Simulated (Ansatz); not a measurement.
Candidates (primitive cells; geometry: relaxed with this functional, without spin-orbit coupling):
A. HfC (Fm-3m), a = 3.258 Å, b = 3.258 Å, c = 3.258 Å, α = 60.00°, β = 60.00°, γ = 60.00°
B. Au (Fm-3m), a = 2.887 Å, b = 2.887 Å, c = 2.887 Å, α = 60.00°, β = 60.00°, γ = 60.00°
C. AgZn (Pm-3m), a = b = c = 3.116 Å, α = β = γ = 90.00°
D. TaC (Fm-3m), a = b = c = 3.139 Å, α = β = γ = 60.00°
E. YSi (Cmcm), a = b = 5.6448 Å, c = 3.8013 Å, α = β = 90.00°, γ = 135.94°

### Question
Order them by mean free path at 300 K (highest first) at the level PBEsol, DFPT electron-phonon coupling, linearised Boltzmann equation (Ansatz, a first-principles code).

### Answer
B (36 nm), A (24 nm), C (15.6 nm), E (8.3 nm), D (4.7 nm)

Metals; harmonic phonons alone scatter; means over directions. The mean free path is weighted by the current that each state carries. Halving the electron mesh moves these values by up to 8 %; q meshes are mostly untested. Spin-orbit coupling is left out.

Formula and space group known from diffraction (Crystallography Open Database), not checked to be the room-temperature form: AgZn (Pm-3m). The missing spin-orbit coupling matters most for Au (Fm-3m), HfC (Fm-3m), TaC (Fm-3m).
